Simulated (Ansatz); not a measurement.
The reference is ZnS in the zinc blende structure (space group F-43m, No. 216).

```
ZnS
1.0
    0.00000     2.72172     2.72172
    2.72172     0.00000     2.72172
    2.72172     2.72172     0.00000
S Zn
1 1
Direct
  0.75000   0.75000   0.75000
  0.00000   0.00000   0.00000
```

The values are results of DFT with PBE, PAW potentials and a 420 eV plane-wave cutoff in Ansatz (a quantum-chemistry and plane-wave program), no spin-orbit coupling, not measurements.

Its conduction minimum is a single valley at Γ with mass 0.17 mₑ.

Now apply this change: electron doping at 5.0×10^21 cm⁻³ (0.202 per cell), with a uniform compensating background at fixed cell and a 300 K Fermi–Dirac width.

Where would a parabolic band put the Fermi level, and where does the calculation put it?

k_F = (3π²n)^(1/3) = 0.529 Å⁻¹, so ħ²k_F²/2m = 6.4 eV above the band edge at zero temperature. The calculation gives 1.60 eV (to 0.05 eV): the band is strongly non-parabolic or higher valleys fill at this density.

Carriers are added with a uniform compensating background; total energy and stress of such cells depend on the potential's zero and are not compared; many-body gap narrowing is missing at this level. The levels and masses belong to the bands next to the band gap. Masses are band curvatures over ±0.01 Å⁻¹ around the edge. Stability against distortions was not tested.
